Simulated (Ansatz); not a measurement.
**ZnS in the zinc blende structure (space group F-43m, No. 216)**

```
ZnS
1.0
    0.00000     2.69456     2.69456
    2.69456     0.00000     2.69456
    2.69456     2.69456     0.00000
S Zn
1 1
Cartesian
  4.04183   4.04183   4.04183
  0.00000   0.00000   0.00000
```

Calculations: plane-wave PAW DFT at the r2SCAN level (Ansatz, an electronic-structure program, 500 eV), without spin-orbit coupling. k-mesh 11×11×11 (Γ-centred); smearing 0.05 eV (Fermi–Dirac).

| Item | Result |
|---|---|
| Volume per atom | 19.56 Å³ |
| Density | 4.14 g/cm³ |
| Band gap | 2.70 eV, direct at Γ |
| Electron mass | 0.19 mₑ |
| Hole mass (degenerate bands, along [100]) | 0.21, 0.68, 0.68 mₑ |
| Lowest conduction-band minima above the VBM | Γ 2.70 eV; X along ⟨100⟩ 3.71 eV; L along ⟨111⟩ 3.82 eV |
| Total energy | -2116.725 eV/atom (σ→0; compares only within this code and set-up) |

Masses are band curvatures over ±0.01 Å⁻¹ around the edge. Stability against distortions was not tested.
